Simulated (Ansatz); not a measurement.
The starting structures come from a database of crystals and need not be the phases stable at ambient conditions.

Consider the following.

```yaml
crystal:
  lattice:
    - [7.30501, 0.00000, 0.00000]
    - [0.00000, 10.06369, 0.00000]
    - [3.65251, 0.00000, 5.21291]
  atoms:
    - { symbol: Sr, position: [0.20805, 0.50000, 0.00000] }
    - { symbol: Sr, position: [0.20805, 0.00000, 0.00000] }
    - { symbol: Sr, position: [0.47863, 0.25000, 0.37934] }
    - { symbol: Sr, position: [0.85797, 0.75000, 0.62066] }
    - { symbol: Sn, position: [0.90405, 0.25000, 0.55196] }
    - { symbol: Sn, position: [0.45601, 0.75000, 0.44804] }
    - { symbol: S, position: [0.09964, 0.44340, 0.54488] }
    - { symbol: S, position: [0.64452, 0.55660, 0.45512] }
    - { symbol: S, position: [0.09964, 0.05660, 0.54488] }
    - { symbol: S, position: [0.64452, 0.94340, 0.45512] }
    - { symbol: S, position: [0.50944, 0.25000, 0.87428] }
    - { symbol: S, position: [0.38372, 0.75000, 0.12572] }
    - { symbol: S, position: [0.09443, 0.75000, 0.85816] }
    - { symbol: S, position: [0.95259, 0.25000, 0.14184] }
```

Space group of this cell: Ama2. The cell is taken as given; by PBEsol its mean pressure is -1.3 GPa.

Transport runs along the normal of the first two printed cell vectors.

The gap is the functional's own, uncorrected, and κ follows it; spin-orbit coupling is left out. Mid-gap values are interpolated between the computed energies.

Predict the band gap and the smallest decay constant κ at mid-gap from Ansatz (a quantum-chemistry and plane-wave program) with PBEsol.

Gap 2.46 eV on a 6×4×6 mesh; κ = 0.212 1/Å, at the zone centre.
